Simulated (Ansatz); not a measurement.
Here is the system:

```yaml
crystal:
  lattice:
    - [3.80703, 0.00000, 0.00000]
    - [-1.90352, 3.29699, 0.00000]
    - [0.00000, 0.00000, 6.49171]
  atoms:
    - { symbol: Zn, position: [0.66667, 0.33333, 0.99710] }
    - { symbol: Zn, position: [0.33333, 0.66667, 0.49710] }
    - { symbol: S, position: [0.66667, 0.33333, 0.62810] }
    - { symbol: S, position: [0.33333, 0.66667, 0.12810] }
```

No spin polarisation.

Calculations: Ansatz (an electronic-structure program), r2SCAN, PAW, cutoff 500 eV, spin-orbit coupling left out, earlier PAW set. Settings: 10×10×6 k-points, 0.05 eV Fermi–Dirac smearing.

Task: Predict the stress and band gap.

Result: 
- Stress (xx, yy, zz, yz, xz, xy; compression positive) = (-1.47, -1.47, -5.48, 0.00, 0.00, 0.00) GPa
- Band gap = 2.45 eV

The cells carry an imposed strain or load. Whether these cells are dynamically stable was not tested. The cell was made from ZnS in the wurtzite structure (space group P6_3mc, No. 186) by this change: uniaxial strain ε_zz = +3.93 %.
